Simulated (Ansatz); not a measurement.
Inside the gap of an insulator the Bloch states are evanescent, with a wavenumber k + iκ along the transport direction.

Input:

```yaml
crystal:
  lattice:
    - [3.04778, 0.00000, 0.00000]
    - [0.00000, 4.61520, 0.00000]
    - [0.00000, 0.00000, 4.61520]
  atoms:
    - { symbol: Mg, position: [0.50000, 0.50000, 0.50000] }
    - { symbol: Mg, position: [0.00000, 0.00000, 0.00000] }
    - { symbol: F, position: [0.00000, 0.69708, 0.69708] }
    - { symbol: F, position: [0.00000, 0.30292, 0.30292] }
    - { symbol: F, position: [0.50000, 0.19708, 0.80292] }
    - { symbol: F, position: [0.50000, 0.80292, 0.19708] }
```

The cell is taken as given.

Transport runs along the normal of the first two printed cell vectors, the (100) plane of the conventional cell.

The gap is the functional's own, uncorrected, and κ follows it; spin-orbit coupling is left out. Mid-gap means the computed energy nearest the middle.

State the band gap and the smallest decay constant κ at mid-gap according to r2SCAN run with Ansatz (a quantum-chemistry and plane-wave program).

Gap 8.08 eV on a 10×8×8 mesh; κ = 0.565 1/Å, at the zone centre.
